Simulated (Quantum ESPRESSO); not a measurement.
A self-consistent single point of LaSe2 (P4/nmm, 6 atoms in the cell) with Quantum ESPRESSO.

Method of the run: Wu-Cohen GGA, GBRV 1.5 ultrasoft (PBE) pseudopotentials (plane waves; Quantum ESPRESSO).

```xyz
6
Lattice="4.2250 0.0000 0.0000 0.0000 4.2250 0.0000 0.0000 0.0000 8.6949" Properties=species:S:1:pos:R:3 pbc="T T T"
La     0.0000     2.1125     6.3013
La     2.1125     0.0000     2.3936
Se     0.0000     2.1125     3.1792
Se     2.1125     0.0000     5.5157
Se     0.0000     0.0000     0.0000
Se     2.1125     2.1125     0.0000
```

Reference input (self-consistent single point, DFT, PBEsol, plane waves, GBRV 1.5 ultrasoft (PBESOL) pseudopotentials): ecutwfc = 40 Ry; ecutrho = 200 Ry; occupations = smearing; smearing = methfessel-paxton; degauss = 0.0073499 Ry; potentials = {La: la_pbesol_v1.uspp.F.UPF, Se: se_pbesol_v1.uspp.F.UPF}; K_POINTS = automatic 6 6 3 0 0 0; conv_thr = 1e-09 Ry; mixing_beta = 0.4. This run's input differs from it in these lines:

```diff
@@ -17,2 +17,3 @@
    degauss = 0.0073499
+   input_dft = 'wc'
 /
@@ -23,4 +24,4 @@
 ATOMIC_SPECIES
-La   138.9055  la_pbesol_v1.uspp.F.UPF
-Se    78.9710  se_pbesol_v1.uspp.F.UPF
+La   138.9055  la_pbe_v1.uspp.F.UPF
+Se    78.9710  se_pbe_v1.uspp.F.UPF
 ATOMIC_POSITIONS {crystal}
```

The program printed (abridged):

```
     Self-consistent Calculation

     iteration #  1     ecut=    40.00 Ry     beta= 0.40

     Threshold (ethr) on eigenvalues was too large:
     Diagonalizing with lowered threshold

     negative rho (up, down):  1.261E-01 0.000E+00

     total energy              =    -379.42906000 Ry
     estimated scf accuracy    <       0.13691218 Ry

     iteration #  2     ecut=    40.00 Ry     beta= 0.40

     negative rho (up, down):  1.190E-01 0.000E+00

     total energy              =    -379.45772535 Ry
     estimated scf accuracy    <       0.05090195 Ry

     iteration #  3     ecut=    40.00 Ry     beta= 0.40

     negative rho (up, down):  1.080E-01 0.000E+00

     total energy              =    -379.46475728 Ry
     estimated scf accuracy    <       0.00590168 Ry

   [... 6 blocks of this kind left out ...]

     iteration # 10     ecut=    40.00 Ry     beta= 0.40

     negative rho (up, down):  1.011E-01 0.000E+00

     total energy              =    -379.46558270 Ry
     estimated scf accuracy    <       0.00000001 Ry

     iteration # 11     ecut=    40.00 Ry     beta= 0.40

     negative rho (up, down):  1.011E-01 0.000E+00
     End of self-consistent calculation

     the Fermi energy is     9.2766 ev

!    total energy              =    -379.46558271 Ry
     estimated scf accuracy    <          6.6E-10 Ry
     smearing contrib. (-TS)   =      -0.00003320 Ry
     internal energy E=F+TS    =    -379.46554950 Ry

     convergence has been achieved in  11 iterations

     negative rho (up, down):  1.011E-01 0.000E+00

     Forces acting on atoms (cartesian axes, Ry/au):

     atom    1 type  1   force =     0.00000000    0.00000000    0.00095945
     atom    2 type  1   force =     0.00000000    0.00000000   -0.00095945
     atom    3 type  2   force =     0.00000000    0.00000000   -0.00134724
     atom    4 type  2   force =     0.00000000    0.00000000    0.00134724
     atom    5 type  2   force =     0.00000000    0.00000000    0.00000000
   [... lines left out ...]
     Total force =     0.002339     Total SCF correction =     0.000024
   [... lines left out ...]

     negative rho (up, down):  1.011E-01 0.000E+00
          total   stress  (Ry/bohr**3)                   (kbar)     P=      -27.41
  -0.00018108   0.00000000   0.00000000          -26.64        0.00        0.00
   0.00000000  -0.00018108   0.00000000            0.00      -26.64        0.00
   0.00000000   0.00000000  -0.00019687            0.00        0.00      -28.96

   JOB DONE.
```

The run converged in 11 iterations. Against the reference run the pressure goes from -3.00 to -2.74 GPa and the largest force goes from 0.041 to 0.035 eV/Å.

The starting cell comes from a database of computed structures (which also holds hypothetical and non-ambient phases and stackings), without a prior relaxation at this level.

Cost on one core of a shared machine: roughly 2 min.
